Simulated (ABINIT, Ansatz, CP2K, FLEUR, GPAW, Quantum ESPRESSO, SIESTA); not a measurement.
# Code comparison for BaN2 (C2/c, 6 atoms in the cell)

Self-consistent single point.

```xyz
6
Lattice="3.5867 -2.2265 0.0000 3.5867 2.2265 0.0000 -1.9063 0.0000 7.0603" Properties=species:S:1:pos:R:3 pbc="T T T"
Ba     2.1569     1.3178     5.2952
Ba     3.1101    -1.3178     1.7651
N      1.0909    -0.6544     3.8493
N      4.1761     0.6544     3.2110
N      3.2229    -0.6544     6.7411
N      2.0441     0.6544     0.3191
```

Shared settings, as Ansatz (a program for electronic structure) writes them: kpoints.mp_grid.grid = 6 6 3; scf.occupations.method = fermi_dirac; scf.occupations.width = 0.1 eV. Potentials and cutoffs stand in the table.

| code | model | pressure (GPa) | largest force (eV/Å) | cutoff |
|---|---|---|---|---|
| FLEUR | LDA (Perdew-Zunger), all-electron FLAPW (FLEUR), scalar-relativistic valence | – | 0.530 | Kmax 4.7 1/bohr |
| CP2K | LDA (Pade form), GPW, DZVP-MOLOPT-SR-GTH basis, GTH-PADE potentials (GTH_POTENTIALS) | -3.80 | 0.525 | grid 500 Ry |
| ABINIT | LDA (PW92), norm-conserving pseudopotentials (PseudoDojo nc-sr-04 LDA standard) | -5.64 | 0.260 | 42 Ha |
| Ansatz | LDA (PW92), PAW files made with PBE | -6.41 | 0.679 | default |
| Quantum ESPRESSO | LDA (PZ), GBRV 1.5 ultrasoft (LDA) pseudopotentials | -5.09 | 0.298 | 40 Ry |
| SIESTA | LDA PW92, numerical atomic orbitals DZP, PseudoDojo LDA standard norm-conserving potentials (rewritten from UPF to PSML) | -0.80 | 3.975 | grid 300 Ry |
| GPAW | LDA (Perdew-Wang 92), GPAW PAW datasets LDA (gpaw-data 1.0.1) | – | 0.597 | 950 eV |

Size of the force on each atom (eV/Å): Sizes of forces hide their directions.

```tsv
code	Ba1	Ba2	N3	N4	N5	N6
FLEUR	0.258	0.258	0.530	0.530	0.530	0.530
CP2K	0.225	0.225	0.525	0.525	0.525	0.525
ABINIT	0.260	0.260	0.196	0.196	0.196	0.196
Ansatz	0.249	0.249	0.679	0.679	0.679	0.679
Quantum ESPRESSO	0.203	0.203	0.298	0.298	0.298	0.298
SIESTA	0.252	0.252	3.975	3.975	3.975	3.975
GPAW	0.208	0.208	0.597	0.597	0.597	0.597
```

A dash marks a value that a program does not give, or that is left out as unsure.

No clean gap comes from CP2K, ABINIT, Ansatz, Quantum ESPRESSO, SIESTA and GPAW: levels at the Fermi energy touch, overlap or are partly filled at this smearing.

The spread over the programs that give each value: pressure within 5.61 GPa; largest force within 3.715 eV/Å.

CP2K and SIESTA use small atom-centred bases, whose incompleteness enters pressures, forces and empty levels differently from a plane-wave cutoff. FLEUR treats all electrons, but the usual bases taken here (sphere radii, linearisation, local orbitals, empty states) were not tested for convergence, so the values are no reference for the others. Ansatz's pressure is given at a fixed set of plane waves, as the other plane-wave codes print theirs; with its correction for the finite basis it is -6.13 GPa (the shift of 0.27 GPa shows how far the cutoff is from converged). The pressure of GPAW is left out: its cutoff lies under the one at which its stress was checked. The same LDA comes in different parametrisations, which differ slightly. In the pressure, CP2K (by 1.84) and SIESTA (by 4.84) lie more than 1 GPa from the median of the plane-wave programs.

The starting cell comes from a database of computed structures (which also holds hypothetical and non-ambient phases and stackings), without a prior relaxation at this level.

Keys are those of Ansatz 0.2.
